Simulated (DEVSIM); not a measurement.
Structure: abrupt CdTe p-n junction, at 350 K.

Layer 1 from the left is CdTe, thickness (μm) 5.00, Na (cm⁻³) 1.6e17, τn (s) 3.4e-9, τp (s) 3.4e-9. Layer 2 from the left is CdTe, thickness (μm) 17.0, Nd (cm⁻³) 1.4e15, τn (s) 3.4e-9, τp (s) 3.4e-9.

Left contact: ohmic. Right contact: ohmic. Voltage is applied to the left contact. Recombination: SRH at mid-gap, radiative. Mobility is constant in doping.

Constants are typed, rounded textbook-type inputs, not results; the design itself was drawn at random and stands for no fabricated device. Values at 300 K; Nc and Nv go as T^1.5, mobilities as T to minus their exponent, the gap by Varshni's rule with the affinity fixed.

CdTe: gap (eV) 1.5, affinity (eV) 4.28, permittivity 10.2, Nc (cm⁻³) 8e17, Nv (cm⁻³) 1.8e19, μn (cm²/Vs) 1000, μp (cm²/Vs) 80, T exponent of μn 1.7, T exponent of μp 1.5, B (cm³/s) 1e-10, Varshni α (eV/K) 0.00031, Varshni β (K) 108.

Simulated with DEVSIM: 1D drift-diffusion, Boltzmann statistics, complete ionisation; no tunnelling, impact ionisation, image-force lowering or self-heating.

**Question.** What does the simulation give for the dark forward voltage at 1 A/cm², the largest field in the device at zero bias?

**Answer.** dark forward voltage at 1 A/cm² 0.949 V; largest field in the device at zero bias 32000 V/cm.
